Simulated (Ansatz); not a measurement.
# W3N4: response to strain

Start from W3N4 (space group Pm-3m, No. 221; a = 4.215 Å). Axes: x, y, z lie along the cube axes.

Strains are applied to the cell and any free atomic positions relax; under stress the whole cell relaxes.

Levels (all Ansatz, an electronic-structure program, PAW): PBE (420 eV, no spin-orbit coupling); PBEsol (420 eV, no spin-orbit coupling).

The base cell above is that of PBE; each level relaxes its own structures.

Notes on the quantities. energy relative to the base: free energy F.

```csv
case,"energy relative to the base, PBE","energy relative to the base, PBEsol"
uniaxial strain ε_zz = +4.32 %,+39 meV/atom,[?]
tensor shear ε_xz = −0.89 %,+0.5 meV/atom,[?]
"uniaxial stress, 3 GPa compression along z",+0.4 meV/atom,+0.4 meV/atom
```

Task: Complete the table.

Result: 
- uniaxial strain ε_zz = +4.32 %, energy relative to the base, PBEsol: +42 meV/atom
- tensor shear ε_xz = −0.89 %, energy relative to the base, PBEsol: +0.5 meV/atom

The two levels differ by at most about 2.9 meV/atom. They put the cases in the same order.

Without a gap, meshes like the base's 11×11×11 leave anisotropic stresses uncertain by several tenths of a GPa, and small strain energies with them. Stability under load was not tested beyond the relaxation. All final runs are without spin polarisation.
